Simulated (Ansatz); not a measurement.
Consider CdF2 in the fluorite structure (space group Fm-3m, No. 225).

```yaml
crystal:
  lattice:
    - [0.00000, 2.69198, 2.69198]
    - [2.69198, 0.00000, 2.69198]
    - [2.69198, 2.69198, 0.00000]
  atoms:
    - { symbol: Cd, position: [0.00000, 0.00000, 0.00000] }
    - { symbol: F, position: [0.25000, 0.25000, 0.25000] }
    - { symbol: F, position: [0.75000, 0.75000, 0.75000] }
```

All numbers come from Kohn–Sham DFT with the PBEsol functional, run in Ansatz (a program for electronic structure) with PAW and 420 eV plane waves, without spin-orbit coupling.

Before the change:

| Item | Value |
|---|---|
| Smallest direct gap | 3.43 eV |

The change: the cell is scaled by 1.0300 in all directions, atoms relaxed at fixed cell.

Question: What happens to the energy relative to the base?

Answer: The energy rises by 32 meV/atom.

Question: What does the calculation give for the mean gap deformation potential ΔEg/Δln V after the change?

Answer: The mean gap deformation potential ΔEg/Δln V amounts to -3.4 eV.

Question: Estimate the effect on the smallest direct gap.

Answer: The smallest direct gap drops by 0.20 eV to 3.23 eV.

The cells carry an imposed strain or load. Stability against distortions was not tested.
